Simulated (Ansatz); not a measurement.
Amorphous Hf18O41Nb2, 61 atoms at 8.77 g/cm³, one PBE-relaxed geometry, zone centre. Methods: PBE, scalar-relativistic without spin-orbit coupling (Ansatz, a first-principles code); r2SCAN, scalar-relativistic without spin-orbit coupling (Ansatz); HSE06, scalar-relativistic without spin-orbit coupling (Ansatz). Plane waves to 420 eV (r2SCAN 500 eV); exact exchange is cut at the cell's faces. At PBE the levels at both edges of the gap are localised (band-tail or defect states), and the nearest spread-out levels lie 4.1 eV apart at the zone centre. All rungs ran without spin polarisation.

Preparation: random packing, a CHGNet melt and quench, and a DFT relaxation. O atoms were pushed apart under 1.9 Å during the dynamics, to hinder bonds among them. The hot cell started wider than the set density and was brought back towards it in steps. It is the lowest in DFT energy of 2 quenches. It is a model cell: composition and starting density were chosen by hand, and all elements were melted together. No dispersion term was used. Its density started from a set value of 8.49 and ended at 8.77 g/cm³. The simulated quench (nominally 300 K/ps over its main leg) is rapid and tends to freeze in more defects than a deposited or slowly cooled glass has. One small periodic cell is one sample of the glass; other quenches scatter about these values. Volume and shape were free in the relaxation. On a 2×2×2 Γ-centred mesh force components of up to 0.13 eV/Å stay, since the relaxation ran on the zone centre alone.

The relaxation ran on the zone centre alone. At PBE the gap between localised states is 2.86 eV on a 2×2×2 Γ-centred mesh, and the spacing at the zone centre alone 2.86 eV.

### Question
What zone-centre spacing does r2SCAN give, roughly?

### Answer
3.22 eV (+0.36 eV against PBE).

### Question
What zone-centre spacing does HSE06 give, roughly?

### Answer
4.29 eV (+1.43 eV against PBE).

The highest filled and the lowest empty state spread over these numbers of atoms (participation numbers): PBE: 7.2 and 4.6; r2SCAN: 7.3 and 4.3; HSE06: 7.4 and 4.6.
